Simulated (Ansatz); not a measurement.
## B on a Hf site (surface) in a 2x1 cell of the 1x1 (100) surface of monoclinic HfO2 (cut with top plane 2 O)

Host crystal: monoclinic HfO2, with a band gap (PBE, scalar-relativistic without spin-orbit coupling).

Level of theory: PBE (plane waves to 420 eV, PAW; Ansatz, a first-principles code).

Slab: 48 atoms, 9.3 Å thick at the start (thin: gaps and levels are the slab's own); k 2x4x1, smearing 0.01 eV, dipole-corrected; 4 atoms held, the rest relaxed; no symmetry held; spin-polarised, ending with about 1.0 μB a cell, a value that depends on the mesh; orders that need a larger cell were not tried, no spin-orbit, no U. The slab shows no gap over 0.04 eV on its mesh.

| Item | Result |
|---|---|
| formation energy against alpha boron, hcp Hf | 4.83 eV |
| change of the step from the bottom to the top vacuum level, against the clean slab | 0.71 eV |
| energy released by relaxation | 7.83 eV |
| largest move of a host atom | 1.51 Å |
| caution | the host itself rearranges in this cell, so the energy holds part of a reconstruction |
